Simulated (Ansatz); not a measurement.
How the equilibrium lattice constant a of SnGeSiC (model structure, R3m, No. 160, 4 atoms in the cell) moves with the method

No measured value is used here.

Q: Put these levels in order of the equilibrium lattice constant a that they give for SnGeSiC (model structure, R3m, No. 160, 4 atoms in the cell), smallest first: LDA (Ansatz, an electronic-structure program), PBE (Ansatz), PBEsol (Ansatz), r²SCAN (Ansatz).

A: LDA (3.695 Å), PBEsol (3.725 Å), r²SCAN (3.735 Å), PBE (3.769 Å)

Cutoffs differ between the levels. Ansatz's density-functional and Hartree–Fock values are scalar-relativistic unless marked +SOC, with PAW data made under PBE.

A model structure was made by putting elements into a prototype or built by hand; it is no filed structure, need not be a known phase, and can be a saddle point held by its symmetry.
